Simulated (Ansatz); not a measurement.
The reference is ZnO in the wurtzite structure (space group P6_3mc, No. 186; a = 3.2300 Å, c = 5.2144 Å). Axes: x lies along a and z along c of the hexagonal cell.

Level of theory: Kohn–Sham DFT with the PBEsol functional, run in Ansatz (a first-principles code) with PAW and 420 eV plane waves, spin-orbit coupling left out.

Strains are applied to the cell and any free atomic positions relax.

One change was made to it. Results:

| quantity | base | after |
|---|---|---|
| energy relative to the base (free energy F) | 0 meV/atom | +1.1 meV/atom |
| pressure (mean of the normal stresses, compression positive) | 0.00 GPa | -1.70 GPa |

**Question.** Which of these changes matches the shifts?
A. uniaxial strain ε_xx = +1.20 %
B. uniaxial strain ε_xx = +3.00 %
C. uniaxial strain ε_xx = +2.40 %
D. uniaxial strain ε_xx = +0.60 %

**Answer.** A, uniaxial strain ε_xx = +1.20 %. For comparison, the pressure in the other runs: uniaxial strain ε_xx = +3.00 % gives -4.10 GPa; uniaxial strain ε_xx = +0.60 % gives -0.86 GPa; uniaxial strain ε_xx = +2.40 % gives -3.32 GPa.

Stability against distortions was not tested.
